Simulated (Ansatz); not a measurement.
**Converging the k-point mesh: CsH3O2 (Amm2, 6 atoms in the cell)**

```yaml
crystal:
  lattice:
    - [4.27148, 0.00000, 0.00000]
    - [0.00000, 2.22366, 4.04368]
    - [0.00000, -2.22366, 4.04368]
  atoms:
    - { symbol: Cs, position: [0.00000, 0.99151, 0.99151] }
    - { symbol: H, position: [0.50000, 0.55847, 0.55847] }
    - { symbol: H, position: [0.50000, 0.07118, 0.45270] }
    - { symbol: H, position: [0.50000, 0.45270, 0.07118] }
    - { symbol: O, position: [0.50000, 0.67951, 0.67951] }
    - { symbol: O, position: [0.50000, 0.33406, 0.33406] }
```

Method of the run: LDA (PW92), default PAW files made with PBE (plane waves; Ansatz, a program for electronic structure).

Base settings: basis.ecutwfc = 420 eV; kpoints.mp_grid.grid = 6 6 6; hamiltonian.xc = lda; hamiltonian.pseudopotentials = {kind: paw} (the program's default PAW files); scf.occupations.method = fixed.

The second cell is the first with its lattice scaled by 0.98.

Only quantities that move along the ladder and can be compared are tabulated.

The count of work is k-points × plane waves × bands × iterations; it is no time. Core times come from one kind of shared machine, to one figure; runs under 30 s give none.

The starting cell comes from a database of computed structures (which also holds hypothetical and non-ambient phases and stackings), without a prior relaxation at this level. Its lattice was rescaled by up to half a per cent. One atom was moved a little off its site on purpose. Ansatz's pressure includes its estimate of the finite-basis (Pulay) stress.

Steps (kpoints.mp_grid.grid): 2 2 2; 2 3 3; 3 3 3; 4 4 4; 4 5 5; 5 5 5; 5 6 6; 6 6 6; 6 7 7; 7 7 7; 8 8 8; 8 9 9; 9 10 10; 10 11 11; 11 12 12; 12 13 13; 14 15 15; 15 17 17; 17 18 18.

Question: What is the coarsest kpoints.mp_grid.grid that holds the free energy within 0.5 meV/atom of the last step, with all finer ones?

Answer: 3 3 3, at 0.0098 of the last step's count of work; the step before is off by 2.7 meV/atom.

Question: What is the coarsest kpoints.mp_grid.grid that holds the pressure within 0.05 GPa of the last step, with all finer ones?

Answer: 3 3 3, at 0.0098 of the last step's count of work; the step before is off by 0.11 GPa.

Question: What is the coarsest kpoints.mp_grid.grid that holds the forces within 0.005 eV/Å of the last step, with all finer ones?

Answer: 2 3 3, at 0.0098 of the last step's count of work; the step before is off by 0.011 eV/Å.

| kpoints.mp_grid.grid | free energy less the last step's (meV/atom) | energy of the compressed cell less the first (meV/atom) | pressure (GPa) | largest difference of a force vector from the last step's (eV/Å) | count of work / last | core time / last (rough) |
|---|---|---|---|---|---|---|
| 2 2 2 | 4.15 | -1.89 | -2.07 | 0.011 | 0.0073 | – |
| 2 3 3 | 2.70 | -1.83 | -2.08 | 0.003 | 0.0098 | – |
| 3 3 3 | 0.16 | -2.34 | -2.17 | 0.001 | 0.0098 | – |
| 4 4 4 | 0.03 | -2.35 | -2.18 | 0.000 | 0.026 | – |
| 4 5 5 | 0.02 | -2.33 | -2.18 | 0.000 | 0.033 | – |
| 5 5 5 | -0.01 | -2.37 | -2.18 | 0.000 | 0.033 | – |
| 5 6 6 | 0.00 | -2.37 | -2.18 | 0.000 | 0.048 | – |
| 6 6 6 | 0.02 | -2.41 | -2.18 | 0.000 | 0.063 | – |
| 6 7 7 | 0.02 | -2.38 | -2.18 | 0.000 | 0.078 | – |
| 7 7 7 | 0.02 | -2.38 | -2.18 | 0.000 | 0.078 | – |
| 8 8 8 | 0.01 | -2.39 | -2.18 | 0.000 | 0.13 | – |
| 8 9 9 | 0.00 | -2.37 | -2.18 | 0.000 | 0.15 | – |
| 9 10 10 | 0.00 | -2.39 | -2.18 | 0.000 | 0.19 | – |
| 10 11 11 | 0.00 | -2.38 | -2.18 | 0.000 | 0.26 | 0.3 |
| 11 12 12 | 0.00 | -2.38 | -2.18 | 0.000 | 0.32 | 0.3 |
| 12 13 13 | 0.00 | -2.39 | -2.18 | 0.000 | 0.42 | 0.4 |
| 14 15 15 | 0.00 | -2.39 | -2.18 | 0.000 | 0.63 | 0.6 |
| 15 17 17 | 0.00 | -2.39 | -2.18 | 0.000 | 0.79 | 0.8 |
| 17 18 18 | 0.00 | -2.38 | -2.18 | 0.000 | 1.0 | 1 |

The energy difference between the two cells stays within 1 meV/atom of the last step's from 2 2 2 on, the total only from 3 3 3 on: much of the error is common to both cells and cancels.

Keys are those of Ansatz 0.2.
